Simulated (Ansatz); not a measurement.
## Lattice thermal conductivity of GaAs (zinc blende, F-43m)

Method: the phonon Boltzmann equation with three-phonon and isotope scattering; Ansatz (a first-principles code), r2SCAN functional, plane-wave PAW; third-order constants from a 54-atom supercell out to 5.2 Å, harmonic mesh 6×6×6, k mesh 6×6×6, scattering mesh 15×15×15. Dynamical quadrupoles are not included in the interpolation of the phonons between the solved wave vectors. Unless called populations, κ holds the coherence term between modes besides the Boltzmann populations.

```json
[
 {"T (K)": "100", "κ (W/m/K)": "190", "κ, relaxation time": "180", "coherences (mean)": "0.0051"},
 {"T (K)": "150", "κ (W/m/K)": "100", "κ, relaxation time": "100", "coherences (mean)": "0.010"},
 {"T (K)": "200", "κ (W/m/K)": "74", "κ, relaxation time": "71", "coherences (mean)": "0.015"},
 {"T (K)": "250", "κ (W/m/K)": "58", "κ, relaxation time": "55", "coherences (mean)": "0.018"},
 {"T (K)": "300", "κ (W/m/K)": "48", "κ, relaxation time": "45", "coherences (mean)": "0.022"},
 {"T (K)": "400", "κ (W/m/K)": "36", "κ, relaxation time": "34", "coherences (mean)": "0.029"},
 {"T (K)": "500", "κ (W/m/K)": "28", "κ, relaxation time": "27", "coherences (mean)": "0.035"},
 {"T (K)": "600", "κ (W/m/K)": "24", "κ, relaxation time": "22", "coherences (mean)": "0.041"},
 {"T (K)": "800", "κ (W/m/K)": "18", "κ, relaxation time": "17", "coherences (mean)": "0.052"},
 {"T (K)": "1000", "κ (W/m/K)": "14", "κ, relaxation time": "13", "coherences (mean)": "0.061"}
]
```

```yaml
highest_phonon_frequency: 8.6 THz
exponent n of κ ∝ T⁻ⁿ above 300 K: 1.00
```

The result is for a perfect infinite crystal and omits four-phonon processes.

No phase change or melting is allowed for: the numbers belong to this structure as given.

The PAW data sets were generated under PBE and serve the other functionals too.
